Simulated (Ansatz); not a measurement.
The parent structure is Mg₃Sb₂ (space group P-3m1, No. 164; a = 4.5669 Å, c = 7.2470 Å).

Level of theory: DFT with r2SCAN, PAW potentials and a 500 eV plane-wave cutoff in Ansatz (a program for electronic structure), no spin-orbit coupling.

Before the change:

| Item | Value |
|---|---|
| Lattice parameter a | 4.567 Å |

Perturbation: cell and atoms relaxed at a pressure of 30 GPa.

**Question.** Predict the new lattice parameter a.

**Answer.** The lattice parameter a falls by 0.460 Å, from 4.567 Å to 4.107 Å.

Load acts through the strain it causes; cell and atoms are relaxed under it. No phonon test of stability was made. Competing high-pressure phases were not computed. The final runs are not spin-polarised.
